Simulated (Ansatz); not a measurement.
Consider Li₂O in the anti-fluorite structure (space group Fm-3m, No. 225; a = 4.573 Å). Axes: x, y, z lie along the cube axes.

Computed with Kohn–Sham DFT with the r2SCAN functional, run in Ansatz (a quantum-chemistry and plane-wave program) with PAW and 500 eV plane waves, no spin-orbit coupling.

Before the change:

The band gap is 5.77 eV and the valence-band top at Γ is 0.00, 0.00, 0.00 eV.

Modification: a free-standing slab of 3 layers (9 atoms, 3 a layer) is cut normal to [111], with 15 Å of vacuum and the in-plane cell held at bulk.

Problem. What happens to the gap character?

Solution. The gap character comes out as direct at Γ.

Problem. Estimate the effect on the band gap.

Solution. The band gap falls by 2.344 eV (5.77 eV → 3.42 eV).

Problem. Predict the new valence-band top at Γ.

Solution. The valence-band top at Γ (three highest levels, from the VBM) becomes 0.00, 0.00, -0.11 eV (base: 0.00, 0.00, 0.00 eV).

Problem. Predict the new excess energy per area of both faces.

Solution. The excess energy per area of both faces (slab less bulk energy over the cell's area: twice a surface energy) is 1.31 J/m².

Slab and bulk use different k-meshes, which limits the precision of the excess energy. Whether these cells are dynamically stable was not tested. k-point labels follow each cell's own Brillouin zone.
